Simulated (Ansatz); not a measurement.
We consider CsCl-type NiAl, described by LC-ωPBE (Ansatz, a program for electronic structure, plane waves, PAW).

Numerical settings: plane-wave cutoff 460 eV, 10×10×10 k mesh, Fermi–Dirac smearing 0.05 eV, no spin polarisation, scalar-relativistic PAW data made under PBE.

Equation-of-state points:

```
V (Å³/atom)  E − E_lowest (meV/atom)
-----------  -----------------------
10.798                         22.78
11.082                          6.31
11.366                          0.00
11.775                          6.33
11.935                         13.11
```

### Question
Estimate the bulk modulus and its pressure derivative from these points.

### Answer
V0 = 11.419 Å³/atom, B0 = 197 GPa, B′ = 4.2 (fit to the energies at full precision).

Measured, for comparison: bulk modulus 156 GPa (room temperature, not corrected to a static lattice; as tabulated in Yamada et al. (2019), arXiv:1910.09660); equilibrium volume per atom 11.97 Å³/atom (extrapolated to 0 K, zero-point anharmonic expansion removed (Haas, Tran, Blaha 2009); as tabulated in Levämäki et al. (2014), arXiv:1402.3671). Computed (rounded) less measured: bulk modulus +26 %, equilibrium volume per atom -4.6 %.

Note: the run has no spin polarisation, so it can have missed a magnetic state.

Cost on a shared machine: roughly 15 core-minutes.
